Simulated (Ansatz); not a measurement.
For Na3Bi (P6₃/mmc, No. 194), LDA (Ansatz, a quantum-chemistry and plane-wave program, PAW) gives:

```
Quantity                       Result
---------------------  --------------
lattice constant a            5.306 Å
c axis length                 9.437 Å
enthalpy of formation  -0.421 eV/atom
```

Problem. What does PBEsol (plane waves, PAW; Ansatz) give for the same quantities?

Solution. 
- lattice constant a: 5.412 Å (goes up by 2.0 %)
- lattice parameter c: 9.633 Å (grows by 2.1 %)
- formation enthalpy: -0.388 eV/atom (moves by +0.033 eV/atom)

Changes are worked out from the printed values.

Unless a cell is named, each level is at its own relaxed cell (LDA 28.76, PBEsol 30.54 Å³/atom).

Levels without +SOC leave out spin–orbit coupling, which shifts energies and cells of such heavy elements.

Ansatz's density-functional and Hartree–Fock values are scalar-relativistic unless marked +SOC, with PAW data made under PBE.
